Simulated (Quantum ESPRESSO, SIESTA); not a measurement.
A Quantum ESPRESSO input for a self-consistent single point of Tc₃Pd (P-6m2, 4 atoms in the cell) (DFT, PBEsol, plane waves, SSSP 1.1.2 efficiency (PBE) pseudopotentials):

```fortran
&control
  calculation = 'scf'
  prefix = 'tc3pd'
  outdir = './tmp/'
  pseudo_dir = './'
  tprnfor = .true.
  tstress = .true.
/
&system
  ibrav = 0
  nat = 4
  ntyp = 2
  ecutwfc = 60
  occupations = 'smearing'
  smearing = 'gaussian'
  degauss = 0.0099958
  input_dft = 'pbesol'
/
&electrons
  conv_thr = 1.0d-9
  mixing_beta = 0.7
/
ATOMIC_SPECIES
Tc    97.9072  Tc_ONCV_PBE-1.0.oncvpsp.upf
Pd   106.4200  Pd_ONCV_PBE-1.0.oncvpsp.upf
ATOMIC_POSITIONS angstrom
Tc    0.000000000    0.000000000    0.000000000
Tc    0.000000000    1.552460116    6.619701992
Tc    0.000000000    1.552460116    2.139530008
Pd    0.000000000    0.000000000    4.379616000
K_POINTS automatic
14 14 4  0 0 0
CELL_PARAMETERS angstrom
   2.688939798     0.000000000     0.000000000
  -1.344469899     2.328690175     0.000000000
   0.000000000     0.000000000     8.759232000
```

Question: Write the same calculation as an input for SIESTA.

Answer: One input that does it (others would too):

```
# files in the folder: Tc.psml Pd.psml (PseudoDojo PBEsol standard)
SystemName  Tc3Pd
SystemLabel tc3pd

NumberOfAtoms                4
NumberOfSpecies              2
%block ChemicalSpeciesLabel
  1 43 Tc
  2 46 Pd
%endblock ChemicalSpeciesLabel
LatticeConstant              1.0 Ang
%block LatticeVectors
     2.688940000    0.000000000    0.000000000
    -1.344470000    2.328690000    0.000000000
     0.000000000    0.000000000    8.759232000
%endblock LatticeVectors
AtomicCoordinatesFormat      Bohr
%block AtomicCoordinatesAndAtomicSpecies
     0.000000000    0.000000000    0.000000000  1
    -0.000002541    2.933725686   12.509423791  1
    -0.000002541    2.933725686    4.043125751  1
     0.000000000    0.000000000    8.276274771  2
%endblock AtomicCoordinatesAndAtomicSpecies

XC.functional                GGA
XC.authors                   PBEsol
PAO.BasisSize                DZP
PAO.EnergyShift              0.005 Ry
MeshCutoff                   350 Ry
%block kgrid.MonkhorstPack
   14   0   0  0.0
    0  14   0  0.0
    0   0   4  0.0
%endblock kgrid.MonkhorstPack
OccupationFunction           MP
OccupationMPOrder            0
ElectronicTemperature        0.136 eV

MaxSCFIterations             150
SCF.Mixer.Method             Pulay
SCF.Mixer.Weight             0.2
SCF.Mixer.History            8
SCF.DM.Tolerance             1.0E-05
Diag.ParallelOverK           true
WriteForces                  true
```

Basis settings and potentials, where a program has them, do not carry over. This input uses DFT, GGA PBEsol, numerical atomic orbitals DZP, PseudoDojo PBEsol standard norm-conserving potentials (rewritten from UPF to PSML).

The starting cell comes from a database of computed structures (which also holds hypothetical and non-ambient phases and stackings), without a prior relaxation at this level. Its lattice was rescaled by a random factor within 2.5 % of one.
